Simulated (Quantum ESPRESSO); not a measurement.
Band structure of SmSn₃ (Pm-3m, 4 atoms in the cell).

```
CELL_PARAMETERS angstrom
      4.67700     0.00000     0.00000
      0.00000     4.67700     0.00000
      0.00000     0.00000     4.67700
ATOMIC_POSITIONS crystal
  Sm 0.00000 0.00000 0.00000
  Sn 0.00000 0.50000 0.50000
  Sn 0.50000 0.00000 0.50000
  Sn 0.50000 0.50000 0.00000
```
Moments meant for the start (each program seeds them in its own way; μB, in the order of the atoms Sm Sn Sn Sn): 5.0 0.0 0.0 0.0.

Level of theory: PBEsol, SSSP 1.1.2 efficiency (PBE) pseudopotentials (plane waves; Quantum ESPRESSO).

Settings: ecutwfc = 50 Ry; ecutrho = 400 Ry; occupations = smearing; smearing = marzari-vanderbilt; degauss = 0.0073499 Ry; nspin = 2; input_dft = pbesol; potentials = {Sm: Sm.GGA-PBE-paw-v1.0.UPF, Sn: Sn_pbe_v1.uspp.F.UPF}; K_POINTS = automatic 4 4 4 1 1 1; conv_thr = 1e-10 Ry; mixing_beta = 0.5.

The starting cell comes from a database of published, mostly measured structures (it also holds non-ambient and calculated ones), without a prior relaxation at this level. Spin-orbit coupling is off. With one magnetic atom in the cell only a parallel order is possible. With U or open f shells several self-consistent states can exist. The f electrons are in the valence without U or exact exchange, which can misplace them near the Fermi level. Spin-orbit terms, which matter for f shells, are left out.

Levels in eV from the Fermi level, bands 29 to 36 of the first spin channel:
```
point     29     30     31     32     33    34    35    36
-----  -----  -----  -----  -----  -----  ----  ----  ----
Γ      -0.25  -0.11  -0.11  -0.11   1.97  1.99  1.99  1.99
X      -0.34  -0.11  -0.11   0.14   0.52  0.70  0.70  1.10
M      -0.36  -0.20  -0.13  -0.13   0.01  0.44  1.37  1.37
R      -0.23  -0.23  -0.05  -0.05  -0.05  1.77  3.43  3.43
```

Bands cross the Fermi level along this path, so the cell is metallic at this level.

The net moment of the cell came out as 5.77 μB.
